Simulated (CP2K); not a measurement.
CP2K run on LiBr (Fm-3m, 2 atoms in the cell): self-consistent single point.

Computed with CP2K with PBE, GPW, DZVP-MOLOPT-PBE-GTH basis, GTH-PBE potentials (POTENTIAL_UZH).

The change in words: lattice scaled by 0.98. Reference geometry:
```xyz
2
Lattice="3.8891 0.0000 0.0000 1.9445 3.3680 0.0000 1.9445 1.1227 3.1754" Properties=species:S:1:pos:R:3 pbc="T T T"
Li     0.0000     0.0000     0.0000
Br     3.8891     2.2454     1.5877
```

Reference input (self-consistent single point, DFT PBE, GPW, DZVP-MOLOPT-PBE-GTH basis, GTH-PBE potentials (POTENTIAL_UZH)): CUTOFF = 400 Ry; REL_CUTOFF = 40 Ry; SMEAR/METHOD = FERMI_DIRAC; ELECTRONIC_TEMPERATURE = 580.23 K; KPOINTS/SCHEME = MONKHORST-PACK 10 10 10; GAMMA_CENTERED = T; XC_FUNCTIONAL = PBE; Li/BASIS_SET = DZVP-MOLOPT-PBE-GTH-q3; Li/POTENTIAL = GTH-PBE-q3; Br/BASIS_SET = DZVP-MOLOPT-PBE-GTH-q7; Br/POTENTIAL = GTH-PBE-q7; METHOD = GPW. This run's input differs from it in these lines:

```diff
@@ -63,5 +63,5 @@
     &CELL
-      A 3.88908700 0.00000000 0.00000000
-      B 1.94454400 3.36804800 0.00000000
-      C 1.94454400 1.12268300 3.17542600
+      A 3.81130600 0.00000000 0.00000000
+      B 1.90565300 3.30068700 0.00000000
+      C 1.90565300 1.10022900 3.11191800
       PERIODIC XYZ
```

Log, with long lists cut:

```
 SCF WAVEFUNCTION OPTIMIZATION

  Step     Update method      Time    Convergence         Total energy    Change
     1 NoMix/Diag. 0.40E+00      -     0.67446770       -21.0776501086 -2.11E+01
     2 Broy./Diag. 0.40E+00      -     0.03319738       -20.8483146623  2.29E-01
     3 Broy./Diag. 0.40E+00      -     0.02521514       -20.9661310377 -1.18E-01
     4 Broy./Diag. 0.40E+00      -     0.00343949       -21.0043527706 -3.82E-02
     5 Broy./Diag. 0.40E+00      -     0.00022920       -21.0008376466  3.52E-03
     6 Broy./Diag. 0.40E+00      -     0.00005701       -21.0003549938  4.83E-04
     7 Broy./Diag. 0.40E+00      -     0.00000345       -21.0004140732 -5.91E-05
     8 Broy./Diag. 0.40E+00      -     0.00000345       -21.0004058563  8.22E-06
     9 Broy./Diag. 0.40E+00      -     0.00000006       -21.0004050759  7.80E-07
  *** SCF run converged in     9 steps ***

  Overlap energy of the core charge distribution:               0.00000000000005
  Self energy of the core charge distribution:                -33.97214032479733
  Core Hamiltonian energy:                                      6.60539255401204
  Hartree energy:                                              10.88020612768944
  Exchange-correlation energy:                                 -4.51386343281951
  Electronic entropic energy:                                  -0.00000000000001
  Fermi energy:                                                 0.09178821299776

  Total energy:                                               -21.00040507591532
  Total energy (extrapolated to T->0):                        -21.00040507591532

                     Mulliken Population Analysis

   [... lines left out ...]

 STRESS| Analytical stress tensor [bar]
 STRESS|                        x                   y                   z
 STRESS|      x        2.37385955855E+04   1.30067418882E+02   9.19717578335E+01
 STRESS|      y        1.30067418882E+02   2.35884857447E+04   5.30610522286E+01
 STRESS|      z        9.19717578335E+01   5.30610522286E+01   2.35508999675E+04
 STRESS| 1/3 Trace                                             2.36259937659E+04
```

The run converged in 9 iterations. Against the reference run the free energy goes up by 10.0 meV/atom, the pressure goes from 0.43 to 2.36 GPa and the gap on the mesh goes from 4.850 to 5.125 eV.

The starting cell has typed, rounded lattice constants, without a prior relaxation at this level. For this run, on top of that: lattice scaled by 0.98. Values carry the incompleteness of an atom-centred basis.

Cost on one core of a shared machine: roughly 40 s.
